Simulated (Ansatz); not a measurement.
LaN (P6₃mc, No. 186, 4 atoms in the cell; start mp-567290; a measured phase of this formula has another space group) was calculated with r²SCAN+rVV10 (plane waves, PAW; Ansatz, a quantum-chemistry and plane-wave program).

Settings: plane-wave cutoff 560 eV, 12×12×6 k mesh (along the axes of the cell as run), Fermi–Dirac smearing 0.01 eV, scalar-relativistic PAW data made under PBE.

Cell (relaxed at this level):

```yaml
crystal:
  lattice:
    - [4.16641, 0.00000, 0.00000]
    - [-2.08320, 3.60821, 0.00000]
    - [0.00000, 0.00000, 5.75864]
  atoms:
    - { symbol: La, position: [0.33333, 0.66667, 0.99098] }
    - { symbol: La, position: [0.66667, 0.33333, 0.49098] }
    - { symbol: N, position: [0.33333, 0.66667, 0.41902] }
    - { symbol: N, position: [0.66667, 0.33333, 0.91902] }
```

Problem. What does this level give for the band gap and Γ–Γ gap?

Solution. 
band gap: 1.40 eV (on the SCF k mesh)
Γ–Γ gap: 1.80 eV

Note: the relaxation could not lower the start's symmetry, so the cell can be a saddle point above a distorted one.

Spin–orbit coupling is not included.

The computed numbers hold no vibrational or temperature effects.

A start named mp-… is a Materials Project structure, which need not be a measured phase.
